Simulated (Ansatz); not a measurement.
A self-consistent single point of Sr2Bi3 (Pnna, 20 atoms in the cell) with Ansatz (a quantum-chemistry and plane-wave program).

Level of theory: LDA (PW92), default PAW files made with PBE (plane waves; Ansatz).

The change in words: lattice scaled by 1.015; basis.ecutwfc: 420 eV → 250 eV. Reference geometry:
```yaml
crystal:
  lattice:
    - [15.92799, 0.00000, 0.00000]
    - [0.00000, 6.92207, 0.00000]
    - [0.00000, 0.00000, 6.72438]
  atoms:
    - { symbol: Sr, position: [0.25000, 0.00000, 0.05700] }
    - { symbol: Sr, position: [0.25000, 0.50000, 0.44300] }
    - { symbol: Sr, position: [0.75000, 0.00000, 0.94300] }
    - { symbol: Sr, position: [0.75000, 0.50000, 0.55700] }
    - { symbol: Bi, position: [0.15390, 0.06400, 0.57880] }
    - { symbol: Bi, position: [0.34610, 0.93600, 0.57880] }
    - { symbol: Bi, position: [0.15390, 0.43600, 0.92120] }
    - { symbol: Bi, position: [0.34610, 0.56400, 0.92120] }
    - { symbol: Bi, position: [0.84610, 0.93600, 0.42120] }
    - { symbol: Bi, position: [0.65390, 0.06400, 0.42120] }
    - { symbol: Bi, position: [0.84610, 0.56400, 0.07880] }
    - { symbol: Bi, position: [0.65390, 0.43600, 0.07880] }
    - { symbol: Sr, position: [0.00010, 0.25000, 0.25000] }
    - { symbol: Sr, position: [0.49990, 0.75000, 0.25000] }
    - { symbol: Sr, position: [0.99990, 0.75000, 0.75000] }
    - { symbol: Sr, position: [0.50010, 0.25000, 0.75000] }
    - { symbol: Bi, position: [0.42940, 0.25000, 0.25000] }
    - { symbol: Bi, position: [0.07060, 0.75000, 0.25000] }
    - { symbol: Bi, position: [0.57060, 0.75000, 0.75000] }
    - { symbol: Bi, position: [0.92940, 0.25000, 0.75000] }
```

Reference input (self-consistent single point, DFT, LDA (PW92), plane waves, default PAW files made with PBE): basis.ecutwfc = 420 eV; kpoints.mp_grid.grid = 2 3 3; kpoints.mp_grid.shift = 0.5 0.5 0.5; hamiltonian.xc = lda; hamiltonian.pseudopotentials = {kind: paw} (the program's default PAW files); scf.occupations.method = cold; scf.occupations.width = 0.272 eV. This run's input differs from it in these lines:

Ansatz 0.2 input:
```diff
@@ -2,5 +2,5 @@
   lattice:
-    - [15.92798900, 0.00000000, 0.00000000]
-    - [0.00000000, 6.92206700, 0.00000000]
-    - [0.00000000, 0.00000000, 6.72438100]
+    - [16.16690900, 0.00000000, 0.00000000]
+    - [0.00000000, 7.02589800, 0.00000000]
+    - [0.00000000, 0.00000000, 6.82524700]
   atoms:
@@ -27,3 +27,3 @@
 basis:
-  ecutwfc: 420.0
+  ecutwfc: 250.0
 kpoints:
```

Output (repeated stretches shortened):

```
SCF iter   1: F=—  HF=-172585.538348 eV  |F-HF|=—  |Δ(HF+E_count)|=         —  Δρ=1.19e-2  dr2=4.88e-1  ethr=1.77e-3  ⟨swp⟩=9.0  Hψ=2991  notcnv=0
all-band conjugate gradients solve this SCF's bands
preconditioner: auto → Kerker (q_TF=auto, 2.274 Å⁻¹)
SCF iter   2: F=—  HF=-172585.350040 eV  |F-HF|=—  |Δ(HF+E_count)|=   1.88e-1  S|Δr|=    0.00e0  Δρ=5.44e-3  dr2=1.08e-1  ethr=1.88e-4  ⟨swp⟩=2.0  Hψ=1104  notcnv=0
   [... lines left out ...]
SCF iter   7: F=—  HF=-172585.309492 eV  |F-HF|=—  |Δ(HF+E_count)|=   1.22e-6  S|Δr|=    0.00e0  Δρ=7.01e-6  dr2=1.31e-6  ethr=3.19e-9  ⟨swp⟩=2.0  Hψ=659  notcnv=0
SCF iter   8: F=—  HF=-172585.309492 eV  |F-HF|=—  |Δ(HF+E_count)|=   3.39e-7  S|Δr|=    0.00e0  Δρ=2.43e-6  dr2=1.93e-7  ethr=5.02e-10  ⟨swp⟩=2.0  Hψ=725  notcnv=0
SCF iter   9: F=-172585.309492 eV  HF=-172585.309492 eV  |F-HF|=1.53e-8  |Δ(HF+E_count)|=   3.32e-8  S|Δr|=    0.00e0  Δρ=9.29e-7  dr2=2.29e-8  ethr=3.85e-11  ⟨swp⟩=11.5  Hψ=2908  notcnv=0
SCF 1 converged in 9 iterations: F = -172585.309492 eV  dr2 = 2.29e-8
Stability not checked (fill_not_monotonic)
Free energy (F): -172585.309492 eV
Internal energy: -172585.394024 eV  (E = F + TS)
E sigma→0 (E₀):  -172585.337669 eV
Entropy (-TS):   0.084532 eV (4.227 meV/atom)
Fermi energy:    7.677338 eV
--- Forces (eV/Å), atoms counted from 1 ---
  atom   1  Sr    -0.00000000     0.00000000     0.04084304
  atom   2  Sr     0.00000000     0.00000000    -0.04084304
  atom   3  Sr     0.00000000     0.00000000    -0.04084304
  atom   4  Sr     0.00000000    -0.00000000     0.04084304
   [... lines left out ...]
  atom  20  Bi    -0.09138667    -0.00000000    -0.00000000
--- Stress (GPa, compression-positive) ---
       -5.026354      -0.000000      -0.000000
       -0.000000      -4.444228      -0.000000
       -0.000000      -0.000000      -4.542026
  P = ⅓ Tr σ = -4.6709 GPa (-46.709 kbar)
  The stress holds the Pulay correction. Without it, at fixed plane waves, as pw.x and ABINIT print it: P = -25.0404 GPa
```

The run converged in 9 iterations. Against the reference run the free energy rises by 704 meV/atom, the pressure goes from -3.74 to -4.67 GPa and the largest force goes from 0.229 to 0.297 eV/Å.

The starting cell comes from a database of published, mostly measured structures (it also holds non-ambient and calculated ones), without a prior relaxation at this level. Its lattice was rescaled by a random factor within 2.5 % of one. For this run, on top of that: lattice scaled by 1.015. Ansatz's pressure includes its estimate of the finite-basis (Pulay) stress. Without the estimate this run gives -25.04 GPa. The cutoff lies below the one recommended for these files.
